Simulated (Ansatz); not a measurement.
The parent structure is Ta in the bcc (W type) structure (space group Im-3m, No. 229; relaxed with 0.1 eV smearing).

```
CELL_PARAMETERS angstrom
     -1.66023     1.66023     1.66023
      1.66023    -1.66023     1.66023
      1.66023     1.66023    -1.66023
ATOMIC_POSITIONS crystal
  Ta 0.00000 0.00000 0.00000
```

Method: DFT with PBE, PAW potentials and a 420 eV plane-wave cutoff in Ansatz (a program for electronic structure), without spin-orbit coupling.

For the base:

| Quantity | Value |
|---|---|
| Pressure | 0.0 GPa |

Now apply this change: an isotropic linear strain of +2.00 %; the atoms relax in the strained cell.

Task: What happens to the pressure and energy relative to the base?

Result: The pressure goes from zero to -10.3 GPa; the energy grows by 38 meV/atom.

No phonon test of stability was made. The final runs are not spin-polarised.
